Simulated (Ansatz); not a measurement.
The parent structure is WSi₂ (space group I4/mmm, No. 139; relaxed with 0.1 eV smearing).

```
WSi2
1.0
   -1.60119     1.60119     3.90885
    1.60119    -1.60119     3.90885
    1.60119     1.60119    -3.90885
Si W
2 1
Direct
  0.66552   0.66552   0.00000
  0.33448   0.33448   0.00000
  0.00000   0.00000   0.00000
```

Cartesian axes are those of the cell as printed.

Level of theory: DFT with PBEsol, PAW potentials and a 420 eV plane-wave cutoff in Ansatz (a quantum-chemistry and plane-wave program), no spin-orbit coupling.

Base values:

| Quantity | Result |
|---|---|
| Volume per atom | 13.36 Å³ |

Modification: tensile biaxial strain of 1.00 % in the plane normal to [001], as in epitaxy on a mismatched substrate; the out-of-plane cell vector and the atoms relax.

Problem. What happens to the volume per atom and in-plane stress?

Solution. The volume per atom goes up by 0.22 Å³, from 13.36 Å³ to 13.58 Å³; the mean in-plane stress (compression positive) comes out as -5.1 GPa.

Stability against distortions was not tested. The final runs are not spin-polarised.
